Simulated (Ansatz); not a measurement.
The reference is CuAu (space group P4/mmm, No. 123; a = 2.8694 Å, c = 3.6452 Å; relaxed with 0.1 eV smearing). Axes: x, y, z lie along a, b, c of the conventional cell.

The values are results of Kohn–Sham DFT with the PBE functional, run in Ansatz (a first-principles code) with PAW and 420 eV plane waves, no spin-orbit coupling, not measurements.

Before the change:

```
Property                         Result
-----------------------------  --------
Shortest interatomic distance  272.7 pm
Pressure                        0.0 GPa
```

The change: tensile biaxial strain of 2.00 % in the plane normal to [001], as in epitaxy on a mismatched substrate; the out-of-plane cell vector and the atoms relax.

Problem. Estimate the effect on the shortest interatomic distance, out-of-plane strain and pressure.

Solution. The shortest interatomic distance falls by 1.35 pm to 271.4 pm; the out-of-plane strain comes out as -3.68 %; the pressure (mean of the normal stresses, compression positive) goes from zero to -0.3 GPa.

Stability against distortions was not tested. The final runs are not spin-polarised.
